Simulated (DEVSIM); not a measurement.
Structure: Mo/Si3N4/p-Si capacitor, at 300 K.

```
layer (left to right)  material  thickness (nm)  Na (cm⁻³)
---------------------  --------  --------------  ---------
1                         Si3N4            5.40          -
2                            Si            1800       1e17
```

Metal gate on the left, work function 4.6 eV. Fixed charge at the semiconductor interface 0 cm⁻² (in units of +e); no interface traps.

The device is made up for the run: typed textbook-type constants, with dimensions and the other settings drawn at random. Values at 300 K.

```
parameter      Si3N4       Si
-------------  -----  -------
gap (eV)         5.1    1.124
affinity (eV)    2.1     4.05
permittivity     7.5     11.7
Nc (cm⁻³)          -  2.86e19
Nv (cm⁻³)          -   3.1e19
```

Model (solved in DEVSIM): 1D Poisson equation in equilibrium, Boltzmann statistics, complete ionisation; no quantum confinement or tunnelling. Metal contacts follow the ideal Schottky-Mott rule: no Fermi-level pinning, no interface dipoles.

The Si3N4 thickness was swept, all else fixed.

```csv
Si3N4 thickness (μm),minimum of the low-frequency capacitance (μF/cm²),capacitance of the dielectric stack (μF/cm²),threshold voltage (band bending 2φF) (V)
0.0022,0.109,3.02,0.46
0.003,0.107,2.21,0.48
0.0038,0.104,1.75,0.50
0.0046,0.103,1.44,0.52
0.0054,0.102,1.23,0.54
0.0065,0.102,1.02,0.57
```

From the first row to the last the minimum of the low-frequency capacitance goes from 0.109 to 0.102. From the first row to the last the capacitance of the dielectric stack goes from 3.02 to 1.02.
